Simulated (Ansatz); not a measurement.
Slabs of growing thickness of the unreconstructed (100) surface of rock-salt MgO (top plane Mg + O, bottom plane Mg + O), cut through 2 bonds a cell: one cell (area 9.047 Å²), one k-mesh (8x8x1), Fermi-Dirac smearing 0.025 eV, no spin, all atoms relaxed, both faces alike. ε = E − N × (-1247.02 eV), an offset taken to keep the numbers short.

All values below come from PBE (plane waves to 420 eV, PAW; Ansatz, an electronic-structure program).

```csv
atoms N,ε (eV)
8,0.603
10,0.504
12,0.405
14,0.306
16,0.207
20,?
```

Fit ε = 2Aγ + N δ to the rows given, find the surface energy γ and predict ε for the thickest slab.

Least squares gives δ = -0.0495 eV an atom and an intercept of 0.999 eV, so γ = 0.999/(2 × 9.047) eV/Å² × 16.02 = 0.88 J/m². For N = 20: 0.999 + 20 × (-0.0495) = 0.009 eV; the run gave 0.009 eV, 0.000 eV from the prediction. Against a separate bulk run in a cell laid along the same planes the thickest slab gives γ = 0.88 J/m².

Left out: N = 6 (under 5 Å).
